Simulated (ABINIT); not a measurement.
A self-consistent single point of La3Ga (Pm-3m, 4 atoms in the cell) with ABINIT.

Method: PBEsol, norm-conserving pseudopotentials (PseudoDojo nc-sr-04 PBEsol standard) (plane waves; ABINIT).

The change in words: lattice scaled by 0.98. Reference geometry:
```xyz
4
Lattice="4.9307 0.0000 0.0000 0.0000 4.9307 0.0000 0.0000 0.0000 4.9307" Properties=species:S:1:pos:R:3 pbc="T T T"
La     0.0000     2.4653     2.4653
La     2.4653     0.0000     2.4653
La     2.4653     2.4653     0.0000
Ga     0.0000     0.0000     0.0000
```

Reference input (self-consistent single point, DFT, PBEsol, plane waves, norm-conserving pseudopotentials (PseudoDojo nc-sr-04 PBEsol standard)): pseudos = [La.upf, Ga.upf]; ecut = 1497 eV; occopt = 7; tsmear = 0.272 eV; ngkpt = 5 5 5; nshiftk = 1; shiftk = 0 0 0; potentials = PseudoDojo nc-sr-04 PBEsol standard; nband = 30; kptopt = 1; nstep = 50; toldfe = 1e-09 Ha. This run's input differs from it in these lines:

```diff
@@ -5,5 +5,5 @@
 rprim
-         4.9306800000    0.0000000000    0.0000000000
-         0.0000000000    4.9306800000    0.0000000000
-         0.0000000000    0.0000000000    4.9306800000
+         4.8320660000    0.0000000000    0.0000000000
+         0.0000000000    4.8320660000    0.0000000000
+         0.0000000000    0.0000000000    4.8320660000
 natom 4
```

The program printed (abridged):

```
--- !BeginCycle
solver: {iscf: 7, nstep: 50, nline: 4, wfoptalg: 0, }
tolerances: {toldfe: 1.00E-09, }
...

     iter   Etot(hartree)      deltaE(h)  residm     vres2
 ETOT  1  -174.39427545087    -1.744E+02 3.666E-01 4.242E+04
 ETOT  2  -177.10444266891    -2.710E+00 7.793E-02 7.043E+04
 ETOT  3  -180.75299508869    -3.649E+00 3.077E-02 1.426E+04
 ETOT  4  -181.47097785968    -7.180E-01 5.552E-02 3.559E+03
 ETOT  5  -181.65857584617    -1.876E-01 1.729E-02 9.186E+02
   [... 35 lines left out ...]
 ETOT 41  -181.73448047031    -1.375E-09 1.063E-04 1.254E-06
 ETOT 42  -181.73448047141    -1.107E-09 1.122E-04 1.421E-10
 ETOT 43  -181.73448047217    -7.605E-10 1.004E-04 2.062E-07
 ETOT 44  -181.73448047277    -5.916E-10 1.055E-04 1.725E-09
 At SCF step   44, etot is converged :
  for the second time, diff in etot=  5.916E-10 < toldfe=  1.000E-09

 Cartesian components of stress tensor (hartree/bohr^3)
  sigma(1 1)= -4.63171501E-06  sigma(3 2)=  0.00000000E+00
  sigma(2 2)= -4.63171501E-06  sigma(3 1)=  0.00000000E+00
  sigma(3 3)= -4.63171501E-06  sigma(2 1)=  0.00000000E+00

 ----iterations are completed or convergence reached----

 reduced coordinates (array xred) for    4 atoms
       0.000000000000      0.500000000000      0.500000000000
       0.500000000000      0.000000000000      0.500000000000
       0.500000000000      0.500000000000      0.000000000000
       0.000000000000      0.000000000000      0.000000000000
 cartesian forces (eV/Angstrom) at end:
    1     -0.00000000000000    -0.00000000000000    -0.00000000000000
   [... lines left out ...]
 Fermi (or HOMO) energy (hartree) =   0.32362   Average Vxc (hartree)=  -0.39827
   [... lines left out ...]
total_energy        : -1.81734480472766E+02
total_energy_eV     : -4.94524670874211E+03
band_energy         : -8.89188537243569E+00
...

-Cartesian components of stress tensor (GPa)         [Pressure=  1.3627E-01 GPa]
- sigma(1 1)= -1.36269737E-01  sigma(3 2)=  0.00000000E+00
- sigma(2 2)= -1.36269737E-01  sigma(3 1)=  0.00000000E+00
- sigma(3 3)= -1.36269737E-01  sigma(2 1)=  0.00000000E+00

 Calculation completed.
```

The run converged in 44 iterations. Against the reference run the free energy goes down by 12.5 meV/atom and the pressure goes from -2.30 to 0.14 GPa.

The starting cell comes from a database of computed structures (which also holds hypothetical and non-ambient phases and stackings), without a prior relaxation at this level. For this run, on top of that: lattice scaled by 0.98.

Cost on one core of a shared machine: roughly 7 min.
